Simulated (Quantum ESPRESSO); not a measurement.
# How far to go with the plane-wave cutoff: CsCaH₃ (P4mm, 5 atoms in the cell)

```
CsCaH3
1.0
    4.59808     0.00000     0.00000
    0.00000     4.59808     0.00000
    0.00000     0.00000     4.59808
Cs Ca H
1 1 3
Direct
  0.00000   0.00000   0.01087
  0.50000   0.50000   0.50000
  0.50000   0.00000   0.50000
  0.00000   0.50000   0.50000
  0.50000   0.50000   0.00000
```

Method of the run: LDA (PW92), PseudoDojo standard norm-conserving (LDA) pseudopotentials (plane waves; Quantum ESPRESSO).

Base settings: ecutwfc = 75 Ry; occupations = fixed; potentials = {Cs: Cs.upf, Ca: Ca.upf, H: H.upf}; K_POINTS = automatic 2 2 2 0 0 0; nbnd = 15; conv_thr = 1e-08 Ry.

The second cell is the first with its lattice scaled by 0.98.

The mesh stays at the base's, so the ladder's end is converged at best in this setting alone.

Only quantities that move along the ladder and can be compared are tabulated; the gap is left out on so coarse a mesh.

The count of work is k-points × plane waves × bands × iterations; it is no time. 

The starting cell comes from a database of computed structures (which also holds hypothetical and non-ambient phases and stackings), without a prior relaxation at this level. Its lattice was rescaled by up to half a per cent. One atom was moved a little off its site on purpose.

Steps (ecutwfc): 26 Ry; 30 Ry; 34 Ry; 38 Ry; 41 Ry; 45 Ry; 52 Ry; 60 Ry; 68 Ry; 75 Ry; 82 Ry; 90 Ry; 101 Ry; 112 Ry; 131 Ry; 150 Ry; 180 Ry.

### Question
What is the coarsest ecutwfc that holds the free energy within 1 meV/atom of the last step, with all finer ones?

### Answer
68 Ry, at 0.23 of the last step's count of work; the step before is off by 2.1 meV/atom.

### Question
What is the coarsest ecutwfc that holds the energy of the compressed cell less the first within 0.2 meV/atom of the last step, with all finer ones?

### Answer
60 Ry, at 0.19 of the last step's count of work; the step before is off by 0.32 meV/atom.

### Question
What is the coarsest ecutwfc that holds the pressure within 0.5 GPa of the last step, with all finer ones?

### Answer
52 Ry, at 0.16 of the last step's count of work; the step before is off by 1.3 GPa.

| ecutwfc | free energy less the last step's (meV/atom) | energy of the compressed cell less the first (meV/atom) | pressure (GPa) | count of work / last |
|---|---|---|---|---|
| 26 Ry | 651.65 | -3.42 | -16.09 | 0.056 |
| 30 Ry | 345.55 | 3.11 | -10.09 | 0.069 |
| 34 Ry | 183.08 | -3.25 | -6.54 | 0.085 |
| 38 Ry | 97.51 | -4.15 | -4.49 | 0.098 |
| 41 Ry | 61.88 | -5.99 | -3.53 | 0.11 |
| 45 Ry | 30.41 | -3.52 | -2.57 | 0.13 |
| 52 Ry | 9.17 | -4.19 | -1.78 | 0.16 |
| 60 Ry | 2.10 | -3.80 | -1.44 | 0.19 |
| 68 Ry | 0.53 | -3.87 | -1.35 | 0.23 |
| 75 Ry | 0.24 | -3.87 | -1.32 | 0.27 |
| 82 Ry | 0.18 | -3.87 | -1.32 | 0.31 |
| 90 Ry | 0.16 | -3.87 | -1.32 | 0.35 |
| 101 Ry | 0.14 | -3.87 | -1.32 | 0.42 |
| 112 Ry | 0.10 | -3.87 | -1.32 | 0.49 |
| 131 Ry | 0.04 | -3.87 | -1.32 | 0.62 |
| 150 Ry | 0.03 | -3.87 | -1.32 | 0.76 |
| 180 Ry | 0.00 | -3.87 | -1.32 | 1.0 |

The energy difference between the two cells stays within 1 meV/atom of the last step's from 45 Ry on, the total only from 68 Ry on: much of the error is common to both cells and cancels.

At the lowest cutoff the pressure lies 14.8 GPa under the last step's, the usual sign of Pulay stress in an incomplete plane-wave basis.
